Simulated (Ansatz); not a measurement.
# Step by step: formation energy of 8 H_i + V_Al in Al (fcc, Fm-3m)

We look at the formation energy of 8 H_i + V_Al in Al (fcc, Fm-3m). Reaction: 107 Al (fcc) + 4 H2 (gas) → cell A.

A: a supercell of 108 sites of Al (fcc, Fm-3m) with one empty Al site amid 12 Al; four times H off the lattice sites (3 Al at 1.83 Å and 3 H at 2.13 Å) and more; the closest two of these centres are 1.8 Å apart, the farthest 3.7 Å; spin state with PBE: run without spin.

Ansatz (an electronic-structure program) with PAW potentials; structures come from PBE relaxations, nuclei static, no net charge. Ansatz runs with its PAW set soft_1. Other levels take these structures. The lattices are those relaxed with PBE, so at other levels the solids can be strained, which adds to the spread. Larger cells are relaxed from a start prepared with the learned potential CHGNet, on a coarser mesh till forces fall under 0.03 eV/Å, which some starts already meet. A dispersion term (D3(BJ), or D4 for r2SCAN) was computed beside these levels and is taken off wherever the name lacks it. Space groups of crystals are read within 0.01 Å. The cell is small for its defects, so this is an ordered compound on the host's lattice rather than an isolated defect. Cell A has symmetry Pm-3m within 0.02 Å and got no random move, so less symmetric positions, which may lie lower, weren't tried.

Total energies of the cells in eV, at zero smearing width. They compare only within one column; the weights balance every element.

| cell | atoms | weight | r2SCAN | PBE+D3(BJ) |
|---|---|---|---|---|
| A: Al:8 H_i + V_Al | 115 | +1 | -57947.08711 | -57672.46890 |
| Al (fcc) | 108 | −107/108 | -58363.33862 | -58086.25594 |
| H2 (gas) | 2 | −4 | -31.88931 | -31.74649 |

r2SCAN: (-57947.08711) − 107/108 × (-58363.33862) − 4 × (-31.88931) = 3.407 eV.

PBE+D3(BJ): (-57672.46890) − 107/108 × (-58086.25594) − 4 × (-31.74649) = 2.937 eV.
